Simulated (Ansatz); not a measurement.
**Hypothetical simple cubic Pt, pressure series**

Base system: Pt in the simple cubic structure (space group Pm-3m, No. 221; a = 2.5872 Å; a hypothetical phase, not in the database extracts checked).

Cell and atoms are relaxed at each pressure.

The values are results of PBEsol, PAW, 420 eV (Ansatz, a first-principles code; no SOC), not measurements.

```tsv
P (GPa)	V (Å³/atom)
-2.01	17.482
-1.01	17.399
0.30	17.293
0.70	17.262
1.49	17.201
3.00	17.088
5.00	16.945
7.50	16.776
10.00	16.617
```

A third-order Birch–Murnaghan fit to these points gives V₀ = 17.32 Å³/atom, B₀ = 218 GPa and B₀′ = 5.2. At pressure 10 GPa the volume is 96.0 % of V₀.

Load acts through the strain it causes; cell and atoms are relaxed under it. Whether these cells are dynamically stable was not tested. Competing high-pressure phases were not computed. The final runs are not spin-polarised.
